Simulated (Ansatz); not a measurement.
Take Os in the hcp (Mg type) structure (space group P6_3/mmc, No. 194; relaxed with 0.1 eV smearing) as the base.

```
CELL_PARAMETERS angstrom
      2.72903     0.00000     0.00000
     -1.36451     2.36341     0.00000
      0.00000     0.00000     4.30906
ATOMIC_POSITIONS crystal
  Os 0.66667 0.33333 0.75000
  Os 0.33333 0.66667 0.25000
```

Cartesian axes are those of the cell as printed.

Calculations: DFT with PBEsol, PAW potentials and a 420 eV plane-wave cutoff in Ansatz (a first-principles code), no spin-orbit coupling.

Base values:

Pressure: 0.0 GPa
Band gap: zero
Shortest interatomic distance: 2.669 Å

It is then changed as follows: uniaxial strain ε_xx = +0.50 %, all other strain components held at zero; the atoms relax in the strained cell.

Question: Predict the new pressure.

Answer: The pressure (mean of the normal stresses, compression positive) goes from zero to -2.1 GPa.

Question: How does this affect the energy relative to the base?

Answer: The energy grows by 0.8 meV/atom.

Question: How does this affect the band gap?

Answer: The band gap stays zero.

Question: Predict the new shortest interatomic distance.

Answer: The shortest interatomic distance is nearly the same (2.669 Å against 2.670 Å).

No phonon test of stability was made. The final runs are not spin-polarised.
